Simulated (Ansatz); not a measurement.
BaTiO3 under a change: uniaxial strain ε_xx = +0.86 %

Start from BaTiO₃ (space group P4mm, No. 99; a = 3.9722 Å, c = 4.1130 Å). Axes: x, y, z lie along a, b, c of the conventional cell.

It is then changed as follows: the cell is stretched by 0.86 % along x with no lateral relaxation, atoms relaxed at fixed cell.

The values are results of DFT with r2SCAN, PAW potentials and a 500 eV plane-wave cutoff in Ansatz (a program for electronic structure), no spin-orbit coupling, not measurements. Γ-centred 8×8×8 mesh, Fermi–Dirac width 0.05 eV.

```json
[
 {"quantity": "energy relative to the base (free energy F)", "base": "0 meV/atom", "changed": "+0.9 meV/atom", "shift": "+0.9 meV/atom"},
 {"quantity": "pressure (mean of the normal stresses, compression positive)", "base": "0.00 GPa", "changed": "-1.38 GPa", "shift": "-1.38 GPa"},
 {"quantity": "band gap", "base": "2.23 eV", "changed": "2.21 eV", "shift": "-0.02 eV"},
 {"quantity": "gap character", "base": "–", "changed": "indirect, R → Γ", "shift": "–"},
 {"quantity": "stress (xx, yy, zz, yz, xz, xy; compression positive)", "base": "–", "changed": "(-2.44, -0.98, -0.73, 0.00, 0.00, 0.00) GPa", "shift": "–"}
]
```

Cost of the whole job for the changed cell (relaxation, final SCF and bands): very roughly 4 core-minutes.

No phonon test of stability was made. All final runs are without spin polarisation. k-point labels follow each cell's own Brillouin zone.
